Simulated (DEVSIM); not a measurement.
System: Schottky contact on n-type GaN, at 350 K.

Layer 1 from the left is GaN, thickness (μm) 1.30, Nd (cm⁻³) 4.4e16, τn (s) 3.7e-9, τp (s) 3.7e-9.

Left contact: Schottky, work function 5.51 eV, emission velocity 2.8e6 cm/s. Right contact: ohmic. Voltage is applied to the left contact. Recombination: SRH at mid-gap, radiative, Auger. Mobility is μmin + (μ − μmin)/(1 + (N/Nref)^α).

This is a model device: material constants are rounded textbook-type values typed into the input, and sizes, dopings and lifetimes were drawn at random. Values at 300 K; Nc and Nv go as T^1.5, mobilities as T to minus their exponent, the gap by Varshni's rule with the affinity fixed.

GaN: gap (eV) 3.43, affinity (eV) 4.1, permittivity 9.5, Nc (cm⁻³) 2.3e18, Nv (cm⁻³) 4.6e19, μn (cm²/Vs) 1200, μp (cm²/Vs) 100, μn,min 55, μp,min 3, Nref,n 2e17, Nref,p 3e17, αn 1, αp 2, T exponent of μn 1.5, T exponent of μp 2, B (cm³/s) 1e-11, Cn (cm⁶/s) 1e-30, Cp (cm⁶/s) 1e-30, Varshni α (eV/K) 0.00091, Varshni β (K) 830.

DEVSIM, 1D drift-diffusion, Boltzmann statistics, complete ionisation; no tunnelling, impact ionisation, image-force lowering or self-heating. Metal contacts follow the ideal Schottky-Mott rule: no Fermi-level pinning, no interface dipoles.

Dark forward current:

```
|V| (V)  |J| (A/cm²)
-------  -----------
0.10       1.674e-13
0.15       9.046e-13
0.20       4.771e-12
0.25       2.505e-11
0.30       1.314e-10
0.35       6.889e-10
0.40        3.612e-9
0.45        1.894e-8
0.50        9.927e-8
0.55        5.204e-7
0.60        2.727e-6
0.65        1.429e-5
0.70        7.487e-5
0.75       0.0003922
0.80        0.002053
0.85         0.01075
0.90         0.05621
0.95          0.2937
1.00           1.531
1.05           7.936
1.10           40.17
1.15           185.4
1.20           661.2
1.25            1625
1.30            2980
```

Work out the local ideality factor n = ΔV / (kT/q · ln(J2/J1)) between the rows 0.15 and 0.20 V, 1.25 and 1.30 V.

kT/q = 30.16 mV. From 0.15 to 0.20 V: ln(4.771e-12/9.046e-13) = 1.663, n = 1.00, near the 1 of diffusion or emission over a barrier. From 1.25 to 1.30 V: ln(2980/1625) = 0.606, n = 2.73; the layers' resistance at their doping, Σ W/(qμN) = 2.3e-5 Ω cm², would take 32 mV of this step of 50 mV.

Estimate the current at 0.60 V for emission alone, J0 = q v N_band exp(−φB/kT), and read the barrier back from the simulated current.

φB = 1.410 eV, N_band = 2.90e18 cm⁻³, J0 = 6.46e-15 A/cm²; J = J0 (exp(qV/kT) − 1) = 2.82e-6 A/cm². The simulation gives 2.73e-6 A/cm²; the estimate lies 3.4 % above. Read backwards, the simulated current gives an apparent barrier of 1.411 eV. The estimate leaves out transport through the depletion region and minority injection.
